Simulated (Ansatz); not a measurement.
Rh_Si in silicon: one set of geometries, relaxed with PBE, evaluated in Ansatz (PAW, plane waves to 420 eV, 500 eV under r2SCAN) with PBE, r2SCAN.

Cell and caveats: 64-site cell; 2×2×2 shifted k-points; start: the Si site; finite-size errors of tenths of an eV.

```json
[
 {"quantity": "host gap (eV)", "PBE": "0.61", "r2SCAN": "[?]"},
 {"quantity": "ε(+1/0) above the VBM (eV)", "PBE": "not bound", "r2SCAN": "not settled"},
 {"quantity": "carrier at charge +1", "PBE": "hole in a host band", "r2SCAN": "[?]"}
]
```

Question: Given the lower rungs, what does r2SCAN give?

Answer: 
- host gap (eV), r2SCAN: 0.79
- carrier at charge +1, r2SCAN: bound

"Not bound" means that the carrier spreads over host band states in this cell; a shallow level, bound over tens of ångströms, can't be resolved here.

Ansatz is a program for electronic structure.
